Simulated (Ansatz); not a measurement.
Hypothetical P6_422 GaN, carrier doping

Base system: GaN (space group P6_422, No. 181; a hypothetical phase, not in the database extracts checked).

```
CELL_PARAMETERS angstrom
      3.16371     0.00000     0.00000
     -1.58186     2.73985     0.00000
      0.00000     0.00000     7.43943
ATOMIC_POSITIONS crystal
  Ga 0.50000 0.50000 0.16667
  Ga 0.50000 0.00000 0.50000
  Ga 0.00000 0.50000 0.83333
  N  0.50000 0.50000 0.66667
  N  0.50000 0.00000 0.00000
  N  0.00000 0.50000 0.33333
```

Carriers are added at fixed cell with a uniform background; the Fermi–Dirac width is that of 300 K.

Method: Ansatz (a quantum-chemistry and plane-wave program) PBE, without spin-orbit coupling.

Notes on the quantities. Fermi level from band edge: Fermi level relative to the doped band's edge (positive inside the band; to 0.05 eV).

| electron density (10^21 cm⁻³) | Fermi level from band edge (eV) |
|---|---|
| 2 | 1.80 |
| 3 | 2.00 |
| 10 | ? |
| 20 | 2.85 |

### Question
Fit E_F = C n^s, fitted as a line in log–log form (a parabolic band gives s = 2/3) to the rows shown and predict the withheld row.

### Answer
Least squares on the printed values gives C = 1.59 eV, s = 0.20 (largest residual 0.03 eV); this predicts 2.50 eV, and the run gives 2.50 eV, in agreement.

Carriers are added with a uniform compensating background; total energy and stress of such cells depend on the potential's zero and are not compared; many-body gap narrowing is missing at this level. No phonon test of stability was made. The base started in P3_121 and relaxed to P6_422 at this level.
